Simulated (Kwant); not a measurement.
System: quantum point contact (saddle potential) in a GaAs two-dimensional gas. Effective mass 0.067 mₑ, grid spacing 2.7 nm, hard walls, nominal width 80 nm (29 grid rows, so walls 81 nm apart), one parabolic valley, scattering region 240 nm long along x; energies count from the band bottom; Fermi energy swept from 0.00043847 to 0.04264 eV. Potential (V0 + ½k y²) cos²(πx/L) for |x| < L/2, with V0 = 0.016 eV, k = 0.00024 eV/nm², L = 87 nm.

Constants are typed, rounded textbook-type inputs, not results; the design itself was drawn at random and stands for no fabricated device.

Kwant, effective-mass tight-binding model on a square grid, one spin, coherent transport at 0 K. Conductance is in e²/h.

Sweep values stay those of the base run.

Base results: mean G (e²/h) over the sweep 0.50; G (e²/h) at E = 10.84 meV 7.7e-6; G (e²/h) at E = 31.63 meV 1.00; G (e²/h) at E = 21.23 meV 0.084.

What follows from this one change: effective mass 0.067 → 0.04 mₑ?

mean G over the sweep 0.50 → 0.39 e²/h; G at E = 10.84 meV 7.7e-6 → 2.7e-5 e²/h; G at E = 31.63 meV 1.00 → 0.95 e²/h; G at E = 21.23 meV 0.084 → 0.035 e²/h.

What follows from this one change: length of the gated region 87 → 22 nm?

mean G over the sweep 0.50 → 0.65 e²/h; G at E = 10.84 meV 7.7e-6 → 0.11 e²/h; G at E = 31.63 meV 1.00 → 1.09 e²/h; G at E = 21.23 meV 0.084 → 0.52 e²/h.

What follows from this one change: curvature of the confinement 0.00024 → 0.00029 eV/nm²?

mean G over the sweep 0.50 → 0.44 e²/h; G at E = 10.84 meV 7.7e-6 → 4.1e-6 e²/h; G at E = 31.63 meV little changed (1.00 e²/h); G at E = 21.23 meV 0.084 → 0.046 e²/h.
